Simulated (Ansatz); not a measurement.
Band structure of SnSb (Fm-3m, 2 atoms in the cell).

```
CELL_PARAMETERS angstrom
      0.00000     3.06931     3.06931
      3.06931     0.00000     3.06931
      3.06931     3.06931     0.00000
ATOMIC_POSITIONS crystal
  Sn 0.50000 0.50000 0.50000
  Sb 0.00000 0.00000 0.00000
```

Method: PBEsol, PAW files made with PBE (plane waves; Ansatz, an electronic-structure program).

Settings: kpoints.mp_grid.grid = 12 12 12; hamiltonian.xc = pbesol; hamiltonian.pseudopotentials = {kind: paw} (the program's default PAW files); scf.occupations.method = fermi_dirac; scf.occupations.width = 0.1 eV; kpoints.band_path.npoints = 8.

The starting cell comes from a database of computed structures (which also holds hypothetical and non-ambient phases and stackings), without a prior relaxation at this level. Spin-orbit coupling is off.

Levels in eV from the Fermi level, bands 12 to 18:
| point | 12 | 13 | 14 | 15 | 16 | 17 | 18 |
|---|---|---|---|---|---|---|---|
| Γ | -2.48 | -0.78 | -0.78 | -0.78 | 4.53 | 4.53 | 4.53 |
| X | -5.57 | -5.13 | -2.88 | -2.88 | 2.50 | 6.77 | 6.77 |
| W | -6.99 | -4.25 | -4.25 | 0.97 | 1.73 | 5.63 | 5.63 |
| K | -7.01 | -4.67 | -2.29 | -1.69 | 4.36 | 4.50 | 5.25 |
| L | -8.07 | -0.17 | -0.17 | 0.90 | 0.90 | 1.20 | 1.56 |
| U | -7.01 | -4.67 | -2.29 | -1.69 | 4.36 | 4.50 | 5.25 |

Bands cross the Fermi level along this path, so the cell is metallic at this level.

Keys are those of Ansatz 0.2.
